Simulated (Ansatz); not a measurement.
Worked example: self-consistent single point of VH2 (I4mm, 3 atoms in the cell) in Ansatz (an electronic-structure program).

Method: PBEsol, default PAW files made with PBE (plane waves; Ansatz).

The change in words: lattice scaled by 0.98; kpoints.mp_grid.grid: 13 13 13 → 24 24 24. Reference geometry:
```yaml
crystal:
  lattice:
    - [0.00000, 2.10387, 2.10387]
    - [2.10387, 0.00000, 2.10387]
    - [2.10387, 2.10387, 0.00000]
  atoms:
    - { symbol: V, position: [0.01188, 0.01188, 0.98812] }
    - { symbol: H, position: [0.75000, 0.75000, 0.75000] }
    - { symbol: H, position: [0.25000, 0.25000, 0.25000] }
```

Reference input (self-consistent single point, DFT, PBEsol, plane waves, default PAW files made with PBE): basis.ecutwfc = 420 eV; kpoints.mp_grid.grid = 13 13 13; hamiltonian.xc = pbesol; hamiltonian.pseudopotentials = {kind: paw} (the program's default PAW files); scf.occupations.method = gaussian; scf.occupations.width = 0.1 eV. This run's input differs from it in these lines:

Ansatz 0.2 input:
```diff
@@ -2,9 +2,9 @@
   lattice:
-    - [0.000000, 2.103873, 2.103873]
-    - [2.103873, 0.000000, 2.103873]
-    - [2.103873, 2.103873, 0.000000]
+    - [0.000000, 2.061796, 2.061796]
+    - [2.061796, 0.000000, 2.061796]
+    - [2.061796, 2.061796, 0.000000]
   atoms:
-    - { symbol: V, position_ang: [0.000000, 0.000000, 0.050001] }
-    - { symbol: H, position_ang: [3.155810, 3.155810, 3.155810] }
-    - { symbol: H, position_ang: [1.051937, 1.051937, 1.051937] }
+    - { symbol: V, position_ang: [-0.000000, -0.000000, 0.049001] }
+    - { symbol: H, position_ang: [3.092694, 3.092694, 3.092694] }
+    - { symbol: H, position_ang: [1.030898, 1.030898, 1.030898] }
 basis:
@@ -13,3 +13,3 @@
   mp_grid:
-    grid: [13, 13, 13]
+    grid: [24, 24, 24]
 hamiltonian:
```

Output (repeated stretches shortened):

```
SCF iter   1: F=—  HF=-2917.426119 eV  |F-HF|=—  |Δ(HF+E_count)|=         —  Δρ=1.09e-2  dr2=8.31e-3  ethr=1.77e-3  ⟨swp⟩=4.1  Hψ=62086  notcnv=0
all-band conjugate gradients solve this SCF's bands
preconditioner: auto → none
SCF iter   2: F=—  HF=-2917.424782 eV  |F-HF|=—  |Δ(HF+E_count)|=   1.34e-3  Δρ=6.53e-3  dr2=3.66e-3  ethr=5.54e-5  ⟨swp⟩=1.0  Hψ=21260  notcnv=0
SCF iter   3: F=—  HF=-2917.423878 eV  |F-HF|=—  |Δ(HF+E_count)|=   9.04e-4  Δρ=7.70e-4  dr2=4.98e-5  ethr=2.44e-5  ⟨swp⟩=2.0  Hψ=14980  notcnv=0
SCF iter   4: F=—  HF=-2917.423862 eV  |F-HF|=—  |Δ(HF+E_count)|=   1.56e-5  Δρ=1.43e-4  dr2=1.53e-6  ethr=3.32e-7  ⟨swp⟩=2.0  Hψ=20541  notcnv=0
iter 5 did not close the SCF: its close was put off for the readings that it lacked (scf_convergence_deferred on its scf_iter line)
SCF iter   5: F=-2917.423863 eV  HF=-2917.423863 eV  |F-HF|=6.34e-9  |Δ(HF+E_count)|=   4.30e-7  Δρ=2.06e-5  dr2=3.46e-8  ethr=1.02e-8  ⟨swp⟩=2.4  Hψ=16232  notcnv=0
SCF iter   6: F=-2917.423863 eV  HF=-2917.423863 eV  |F-HF|=2.33e-10  |Δ(HF+E_count)|=   8.11e-9  Δρ=1.82e-6  dr2=3.02e-10  ethr=2.31e-10  ⟨swp⟩=2.6  Hψ=44209  notcnv=0
SCF 1 converged in 6 iterations: F = -2917.423863 eV  dr2 = 3.02e-10
Free energy (F): -2917.423863 eV
Internal energy: -2917.417838 eV  (E = F + TS)
E sigma→0 (E₀):  -2917.420850 eV
Entropy (-TS):   -0.006025 eV (-2.008 meV/atom)
Fermi energy:    14.658600 eV
--- Forces (eV/Å), atoms counted from 1 ---
  atom   1  V      0.00000000     0.00000000    -0.55057174
  atom   2  H      0.00000000    -0.00000000     0.27528701
  atom   3  H     -0.00000000     0.00000000     0.27528701
--- Stress (GPa, compression-positive) ---
        6.269302       0.000000       0.000000
        0.000000       6.269302       0.000000
        0.000000       0.000000       5.900825
  P = ⅓ Tr σ = 6.1465 GPa (61.465 kbar)
  The stress holds the Pulay correction. Without it, at fixed plane waves, as pw.x and ABINIT print it: P = 5.8162 GPa
```

The run converged in 6 iterations. Against the reference run the free energy is nearly the same (within 1 meV/atom), the pressure goes from -5.33 to 6.15 GPa and the largest force goes from 0.477 to 0.551 eV/Å.

The starting cell comes from a database of computed structures (which also holds hypothetical and non-ambient phases and stackings), without a prior relaxation at this level. Its lattice was rescaled by up to half a per cent. One atom was moved a little off its site on purpose. For this run, on top of that: lattice scaled by 0.98. Spin polarisation is off. With a pressure of about 6 GPa the cell is away from its equilibrium volume at this level. Ansatz's pressure includes its estimate of the finite-basis (Pulay) stress.
